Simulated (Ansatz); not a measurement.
Base system: CdS in the zinc blende structure (space group F-43m, No. 216; a = 5.8243 Å).

Structures relaxed with PBEsol in Ansatz (plane waves to 420 eV, PAW, spin-orbit coupling left out).

Base:

Simulated powder pattern, Cu Kα1, λ = 1.54056 Å (kinematic, ideal powder, no thermal factors, no anomalous dispersion; the 8 strongest lines at most, above 2 %, up to 2θ = 90°):

```json
[
 {"2θ (°)": "26.48", "I/Imax (%)": "100", "hkl": "(111)"},
 {"2θ (°)": "30.67", "I/Imax (%)": "24", "hkl": "(200)"},
 {"2θ (°)": "43.93", "I/Imax (%)": "56", "hkl": "(220)"},
 {"2θ (°)": "52.03", "I/Imax (%)": "44", "hkl": "(311)"},
 {"2θ (°)": "63.88", "I/Imax (%)": "8.7", "hkl": "(400)"},
 {"2θ (°)": "70.41", "I/Imax (%)": "17", "hkl": "(331)"},
 {"2θ (°)": "80.77", "I/Imax (%)": "18", "hkl": "(422)"},
 {"2θ (°)": "86.82", "I/Imax (%)": "13", "hkl": "(511)"}
]
```

The change: every S is replaced by Se; the structure is relaxed again.

Q: Where do the lines fall after the change?

A: 
Simulated powder pattern, Cu Kα1, λ = 1.54056 Å (kinematic, ideal powder, no thermal factors, no anomalous dispersion; the 8 strongest lines at most, above 2 %, up to 2θ = 90°):

```json
[
 {"2θ (°)": "25.34", "d (Å)": "3.511", "I/Imax (%)": "100", "hkl": "(111)"},
 {"2θ (°)": "29.35", "d (Å)": "3.041", "I/Imax (%)": "3.2", "hkl": "(200)"},
 {"2θ (°)": "41.98", "d (Å)": "2.150", "I/Imax (%)": "74", "hkl": "(220)"},
 {"2θ (°)": "49.68", "d (Å)": "1.834", "I/Imax (%)": "46", "hkl": "(311)"},
 {"2θ (°)": "60.88", "d (Å)": "1.520", "I/Imax (%)": "12", "hkl": "(400)"},
 {"2θ (°)": "67.02", "d (Å)": "1.395", "I/Imax (%)": "18", "hkl": "(331)"},
 {"2θ (°)": "76.70", "d (Å)": "1.241", "I/Imax (%)": "24", "hkl": "(422)"},
 {"2θ (°)": "82.31", "d (Å)": "1.170", "I/Imax (%)": "14", "hkl": "(511)"}
]
```

The indices refer to each structure's own conventional cell; one index is shown for lines that coincide.

Whether these cells are dynamically stable was not tested.

Ansatz is a quantum-chemistry and plane-wave program.
